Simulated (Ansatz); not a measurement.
CdTe under load (space group I-4m2), r2SCAN with spin-orbit coupling, rigid bands (Ansatz, an electronic-structure program). Condition of this run: uniaxial stress along [001] of -1.5 GPa (compression positive) (the target of the relaxation). Band gap 0.86 eV, N_c = 6.70e17 cm⁻³ and N_v = 4.14e18 cm⁻³ at 300 K, conductivity masses along x (a = (0.00, 3.18, 3.42) Å; b = (3.18, 0.00, 3.42) Å; c = (3.18, 3.18, 0.00) Å) of 0.0944 mₑ (electrons) and 0.284 mₑ (holes). Take k_BT = 0.02585 eV.

Question: What built-in voltage has an abrupt junction with N_A = 1e17 and N_D = 1e17 cm⁻³, all dopants ionised?

Answer: V_bi = E_g/e − (k_BT/e) ln(N_c N_v/(N_A N_D)) = 0.86 − 0.02585 × 5.63 = 0.71 V, for the computed gap.

Question: A film of it is 5 nm thick, with its normal along the direction named. Estimate the confinement energies in an infinite well.

Answer: ħ²π²/(2m t²) = 0.376 eV·nm²/(m/mₑ × t²) gives 159 meV for electrons and 53.0 meV for holes, so the gap would widen to about 1.07 eV. Finite barriers and nonparabolic bands lower this, and with several valleys or bands the heaviest mass along the normal sets the lowest level, not this average.

Question: Find the intrinsic carrier density and the intrinsic Fermi level.

Answer: n_i = √(N_c N_v) exp(−E_g/2k_BT) = 1.67e18 × exp(−16.63) = 1.0e11 cm⁻³. The level lies (k_BT/2) ln(N_v/N_c) = 24 meV from mid-gap (positive towards the conduction band). Each 0.1 eV added to the gap lowers n_i by a factor of 6.9.

Rigid bands with the computed gap; masses take one relaxation time for all states. Geometry: cell and atoms relaxed with PBEsol.
